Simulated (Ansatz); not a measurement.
**GaS under a change: pressure 75 GPa**

Start from GaS in the beta-GaS type structure (space group P6_3/mmc, No. 194; a = 3.5908 Å, c = 15.4499 Å; layered, stacked along the Cartesian z axis).

One thing is altered: cell and atoms relaxed at a pressure of 75 GPa.

Computed with PBE-D3(BJ) (Ansatz, an electronic-structure program, PAW, no spin-orbit coupling), earlier PAW set. k-mesh 11×11×3 (Γ-centred); smearing 0.05 eV (Fermi–Dirac).

- Volume per atom = 12.34 Å³ (base 21.57 Å³)
- Density = 6.85 g/cm³ (base 3.92 g/cm³)
- Lattice parameter a = 2.924 Å (base 3.591 Å)
- c/a ratio = 4.557 (base 4.303)
- Shortest interatomic distance = 2.142 Å (base 2.341 Å)
- Enthalpy H = E + PV relative to the base's energy = +7.18 eV/atom
- Band gap = zero (base 1.56 eV)

Final structure:

```
GaS
1.0
    2.92428     0.00000     0.00000
   -1.46214     2.53250     0.00000
    0.00000     0.00000    13.32482
Ga S
4 4
Direct
  0.33333   0.66667   0.16962
  0.66667   0.33333   0.66962
  0.66667   0.33333   0.83038
  0.33333   0.66667   0.33038
  0.33333   0.66667   0.57069
  0.66667   0.33333   0.07069
  0.66667   0.33333   0.42931
  0.33333   0.66667   0.92931
```

Cost of the whole job for the changed cell (relaxation, final SCF and bands): very roughly 90 core-seconds.

A case with no gap was solved on a k-mesh chosen for an insulator, which is coarse for it. Load acts through the strain it causes; cell and atoms are relaxed under it. Whether these cells are dynamically stable was not tested. Competing high-pressure phases were not computed. All final runs are without spin polarisation.
